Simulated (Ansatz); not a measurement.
Consider SnTe in the rock salt structure (space group Fm-3m, No. 225; a = 6.3697 Å). Axes: x, y, z lie along the cube axes.

Computed with r2SCAN/PAW in Ansatz (an electronic-structure program), no SOC.

Perturbation: an isotropic linear strain of −3.00 %, atoms relaxed at fixed cell.

Problem. Predict the stress tensor and what it implies for the stiffness.

Solution. Stress of the strained cell less that of the base (GPa, compression positive):
```
   4.91    0.00    0.00
   0.00    4.91    0.00
   0.00    0.00    4.91
```

Then B = −ΔP/(ΔV/V₀) with ΔV/V₀ = -0.0873 gives secant stiffness values (nonlinear terms included at this strain): B ≈ 56 GPa.

As a check, the harmonic strain energy −½ V₀ Δσ:ε is 45 meV/atom; the computed energy rise is 40 meV/atom.

Stability against distortions was not tested.
